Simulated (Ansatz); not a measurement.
**A computed series for GaIr: thickness series**

Consider GaIr in the CsCl type structure (space group Pm-3m, No. 221; a = 3.0198 Å). Axes: x, y, z lie along the cube axes.

Free-standing slabs (2 atom(s) a layer) normal to [110] with 15 Å of vacuum; in-plane cell held at bulk.

All numbers come from PBEsol in Ansatz (plane waves to 420 eV, PAW, no spin-orbit coupling).

Notes on the quantities. excess energy per area of both faces: slab less bulk energy over the cell's area: twice a surface energy; uncertain by up to 0.2 J/m²; layer's space group: with vacuum.

| variant | thickness between the outermost nuclei | excess energy per area of both faces | layer's space group |
|---|---|---|---|
| 1 layer | – | – | Pmmm (No. 47) |
| 2 layers | 2.36 Å | 3.63 J/m² | Pmma (No. 51) |
| 3 layers | 4.55 Å | 3.1 J/m² | Pmmm (No. 47) |
| 4 layers | 6.77 Å | 2.9 J/m² | Pmma (No. 51) |
| 5 layers | 8.95 Å | 2.7 J/m² | Pmmm (No. 47) |
| 6 layers | 11.11 Å | 2.7 J/m² | Pmma (No. 51) |
| 7 layers | 13.25 Å | 2.6 J/m² | Pmmm (No. 47) |

The excess energy carries the mismatch between the slab's and the bulk's meshes. Stability against distortions was not tested. The final runs are not spin-polarised.

Ansatz is a first-principles code.
